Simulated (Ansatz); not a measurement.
Where the default PAW files enter, the runs use the earlier of Ansatz's two default sets.

Crystal: PbF2 (Fm-3m, fluorite, not sure to be the ambient phase, 3 atoms a cell, 17.7 Å³ an atom, -2 GPa at this level); both levels run on this one cell.

Complex bands along the normal of (111) by Ansatz (plane waves, PAW, no spin-orbit coupling). r2SCAN gives a gap of 4.96 eV and a slowest mid-gap decay of 0.524 1/Å.

Question: What does PBE give on the same cell, and what does that do to the current through 2 nm?

Answer: Gap 4.44 eV, κ = 0.486 1/Å. The mid-gap transmission through 2 nm changes by exp(2 × 20 × (0.524 − 0.486)) = a factor of 4.6 against r2SCAN.

Ansatz is a program for electronic structure.
